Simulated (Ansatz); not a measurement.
The parent structure is PbSe in the rock salt structure (space group Fm-3m, No. 225; a = 6.102 Å). Axes: x, y, z lie along the cube axes.

The values are results of PBEsol (Ansatz, a program for electronic structure; PAW; 420 eV plane waves; no SOC), not measurements.

It is then changed as follows: a free-standing slab of 6 layers (12 atoms, 2 a layer) is cut normal to the z axis, with 15 Å of vacuum and the in-plane cell held at bulk.

**Question.** Predict the new change of the spacing d12 from its bulk value of 3.051 Å and gap character.

**Answer.** The change of the spacing d12 from its bulk value of 3.051 Å amounts to -5.4 %; the gap character amounts to indirect, Γ–X (83 % along) → X.

With Pb present, leaving out spin-orbit coupling can change the band edges. Whether these cells are dynamically stable was not tested. k-point labels follow each cell's own Brillouin zone.
